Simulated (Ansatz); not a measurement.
System: CsCl-type AlIr (cell taken from a computed entry). Method: PBEsol in Ansatz (plane waves, PAW).

Numerical settings: plane-wave cutoff 500 eV, 18×18×18 k mesh, Fermi–Dirac smearing 0.1 eV, no spin polarisation, scalar-relativistic PAW data made under PBE.

Computed at the level's own relaxed cell.

### Question
Give the computed equilibrium volume per atom and lattice constant a.

### Answer

- equilibrium volume per atom: 13.36 Å³/atom
- lattice constant a: 2.990 Å

The run finds no gap.

Note: the relaxation could not lower the start's symmetry, so the cell can be a saddle point above a distorted one.

Spin–orbit coupling is not included.

The computed numbers hold no vibrational or temperature effects.

Cost on a shared machine: roughly 22 core-seconds.

Ansatz is a quantum-chemistry and plane-wave program.
